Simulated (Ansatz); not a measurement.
Zn (model structure, started from the bcc type, Im-3m, No. 229, 1 atom in the cell)

Method: LDA (PAW; Ansatz, a quantum-chemistry and plane-wave program).

Run with plane-wave cutoff 520 eV, 24×24×24 k mesh, Fermi–Dirac smearing 0.05 eV, scalar-relativistic PAW data made under PBE.

Cell (relaxed at this level):

```yaml
crystal:
  lattice:
    - [-1.50614, 1.50614, 1.50614]
    - [1.50614, -1.50614, 1.50614]
    - [1.50614, 1.50614, -1.50614]
  atoms:
    - { symbol: Zn, position: [0.00000, 0.00000, 0.00000] }
```

band gap: zero (no gap)
bulk modulus B0: 95.7 GPa

Note: the bulk modulus is −V dP/dV from two relaxed cells at ±2 % in volume; the relaxation could raise the start's symmetry but not lower it, so the cell can be a saddle point.

Static lattice: no zero-point or thermal effects.

A model structure was made by putting elements into a prototype or built by hand; it is no filed structure, need not be a known phase, and can be a saddle point held by its symmetry.
